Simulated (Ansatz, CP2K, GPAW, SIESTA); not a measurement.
# YIn5Rh (P1, 7 atoms in the cell) computed with different codes at matched settings

Self-consistent single point, at a second geometry (atoms moved at random). First geometry:

```yaml
crystal:
  lattice:
    - [4.63782, 0.00000, 0.00000]
    - [0.00000, 4.63782, 0.00000]
    - [0.00000, 0.00000, 7.44293]
  atoms:
    - { symbol: Y, position: [0.00000, 0.00000, 0.00000] }
    - { symbol: In, position: [0.00000, 0.50000, 0.30143] }
    - { symbol: In, position: [0.00000, 0.50000, 0.69857] }
    - { symbol: In, position: [0.50000, 0.00000, 0.30143] }
    - { symbol: In, position: [0.50000, 0.00000, 0.69857] }
    - { symbol: In, position: [0.50000, 0.50000, 0.00000] }
    - { symbol: Rh, position: [0.00000, 0.00000, 0.50000] }
```

Second geometry:
```yaml
crystal:
  lattice:
    - [4.63782, 0.00000, 0.00000]
    - [0.00000, 4.63782, 0.00000]
    - [0.00000, 0.00000, 7.44293]
  atoms:
    - { symbol: Y, position: [0.00066, 0.99689, 0.99608] }
    - { symbol: In, position: [0.00353, 0.50213, 0.30302] }
    - { symbol: In, position: [0.00798, 0.50741, 0.69363] }
    - { symbol: In, position: [0.50072, 0.00651, 0.30415] }
    - { symbol: In, position: [0.47821, 0.98408, 0.70061] }
    - { symbol: In, position: [0.51536, 0.50270, 0.99552] }
    - { symbol: Rh, position: [0.99354, 0.00029, 0.50699] }
```

Shared settings, as Ansatz (a first-principles code) writes them: kpoints.mp_grid.grid = 5 5 3; scf.occupations.method = fermi_dirac; scf.occupations.width = 0.136 eV. Potentials and cutoffs stand in the table.

| code | model | ΔF from the first geometry (meV/atom) | pressure (GPa) | largest force (eV/Å) | cutoff |
|---|---|---|---|---|---|
| SIESTA | GGA PBEsol, numerical atomic orbitals DZP, PseudoDojo PBEsol standard norm-conserving potentials (rewritten from UPF to PSML) | 14.5 | -1.54 | 0.900 | grid 300 Ry |
| CP2K | PBEsol, GPW, DZVP-MOLOPT-SR-GTH basis, GTH-PBE potentials (GTH_POTENTIALS) | 14.0 | -0.73 | 0.851 | grid 500 Ry |
| Ansatz | PBEsol, PAW files made with PBE | 13.0 | -1.60 | 0.805 | 420 eV |
| GPAW | PBEsol, GPAW PAW datasets PBEsol (made by gpaw-setup) | 13.1 | -1.99 | 0.804 | 550 eV |

Size of the force on each atom (eV/Å): Sizes of forces hide their directions.

| code | Y1 | In2 | In3 | In4 | In5 | In6 | Rh7 |
|---|---|---|---|---|---|---|---|
| SIESTA | 0.288 | 0.289 | 0.715 | 0.198 | 0.900 | 0.308 | 0.525 |
| CP2K | 0.298 | 0.304 | 0.689 | 0.217 | 0.851 | 0.289 | 0.502 |
| Ansatz | 0.287 | 0.237 | 0.623 | 0.159 | 0.805 | 0.284 | 0.461 |
| GPAW | 0.286 | 0.255 | 0.631 | 0.176 | 0.804 | 0.280 | 0.464 |

On Ansatz's run: spin polarisation is off.

The spread over the programs that give each value: ΔF from the first geometry within 1.5 meV/atom; pressure within 1.26 GPa; largest force within 0.096 eV/Å.

SIESTA and CP2K use small atom-centred bases, whose incompleteness enters pressures, forces and empty levels differently from a plane-wave cutoff. Ansatz's pressure is given at a fixed set of plane waves, as the other plane-wave codes print theirs. In the pressure, CP2K (by 1.07) lies more than 1 GPa from the median of the plane-wave programs. In the force vectors, SIESTA (by 0.100) lies more than 0.08 eV/Å from the median of the plane-wave programs.

The starting cell comes from a database of computed structures (which also holds hypothetical and non-ambient phases and stackings), without a prior relaxation at this level. For this run, on top of that: atoms moved at random.

Keys are those of Ansatz 0.2.
